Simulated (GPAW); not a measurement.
Worked example: self-consistent single point of Y₂AlCo₃ (R-3m, 6 atoms in the cell) in GPAW.

Level of theory: GPAW with PBEsol, LCAO dzp, GPAW PAW datasets PBEsol (made by gpaw-setup).

```
CELL_PARAMETERS angstrom
      2.72258     1.57188     3.97860
     -2.72258     1.57188     3.97860
      0.00000    -3.14377     3.97860
ATOMIC_POSITIONS crystal
  Y  0.62858 0.62858 0.62858
  Y  0.37142 0.37142 0.37142
  Al 0.00000 0.00000 0.00000
  Co 0.00000 0.50000 0.00000
  Co 0.00000 0.00000 0.50000
  Co 0.50000 0.00000 0.00000
```

Reference input (self-consistent single point, DFT PBEsol, LCAO dzp, GPAW PAW datasets PBEsol (made by gpaw-setup)): mode = lcao; h = 0.2 Å; basis = dzp; xc = PBEsol; kpts = 4 4 4; mesh shift (steps) = 0 0 0; occupations.name = methfessel-paxton; occupations.width = 0.272 eV; occupations.order = 0; convergence.forces = 0.001 eV/Å; symmetry.symmorphic = false; symmetry.tolerance = 0.0005. This run's input differs from it in these lines:

```diff
@@ -20,3 +20,3 @@
             kpts={'size': (4, 4, 4), 'gamma': True},
-            occupations={'name': 'methfessel-paxton', 'width': 0.272, 'order': 0},
+            occupations={'name': 'methfessel-paxton', 'width': 0.1, 'order': 0},
             convergence={'forces': 0.001},
```

Log, with long lists cut:

```
     iter     time        total  log10-change:
                         energy   eigst   dens  force
iter:   1 --:--:--   -43.772462        c
iter:   2 --:--:--   -41.862270        c -1.20
iter:   3 --:--:--   -41.360497        c -1.35
iter:   4 --:--:--   -41.593692        c -1.42
iter:   5 --:--:--   -41.166704        c -1.48
iter:   6 --:--:--   -41.057878        c -1.65
iter:   7 --:--:--   -40.967011        c -1.79
iter:   8 --:--:--   -40.978930        c -2.37
iter:   9 --:--:--   -40.977440c       c -2.24
iter:  10 --:--:--   -40.965195c       c -2.35
iter:  11 --:--:--   -40.965159c       c -3.12
iter:  12 --:--:--   -40.965087c       c -3.36
iter:  13 --:--:--   -40.965008c       c -3.43
iter:  14 --:--:--   -40.964999c       c -3.76
iter:  15 --:--:--   -40.965002c       c -3.81
iter:  16 --:--:--   -40.965001c       c -3.98
iter:  17 --:--:--   -40.965000c       c -4.13c
iter:  18 --:--:--   -40.964998c       c -4.23c -2.30
iter:  19 --:--:--   -40.964998c       c -4.95c -3.42c
Converged after 19 iterations.

Dipole moment: (0.000000, -0.000000, -10.129728) |e|*Ang

Energy contributions relative to reference atoms: (reference = -304271.586647)

Kinetic:        +44.080094
Potential:      -35.737626
External:        +0.000000
XC:             -49.834042
Entropy (-ST):   -0.030128
Local:           +0.541640
SIC:             +0.000000
--------------------------
Free energy:    -40.980063
Extrapolated:   -40.964998

Showing only first 2 kpts
 Kpt  Band  Eigenvalues  Occupancy
  0    24      8.09471    2.00000
  0    25      8.12178    1.99998
  0    26      8.12181    1.99998
  0    27      8.12990    1.99996

  1    24      8.02013    2.00000
  1    25      8.16713    1.99967
  1    26      8.77769    0.00000
  1    27      8.86272    0.00000

Fermi level: 8.42119

No gap
No difference between direct/indirect transitions
Energy (eV): -40.964998

Forces in eV/Ang:
  0 Y     0.00000    0.00000    0.10442
  1 Y     0.00000    0.00000   -0.10442
  2 Al   -0.00000    0.00000    0.00000
  3 Co    0.00000    0.00000    0.00000
  4 Co    0.00000    0.00000   -0.00000
  5 Co   -0.00000    0.00000    0.00000
```

The run converged in 19 iterations. Against the reference run the free energy rises by 16.4 meV/atom and the largest force goes from 0.064 to 0.104 eV/Å.

The starting cell comes from a database of computed structures (which also holds hypothetical and non-ambient phases and stackings), without a prior relaxation at this level. Its lattice was rescaled by a random factor within 2.5 % of one. Spin polarisation is off. Values carry the incompleteness of an atom-centred basis.

Cost on one core of a shared machine: roughly 10 min.
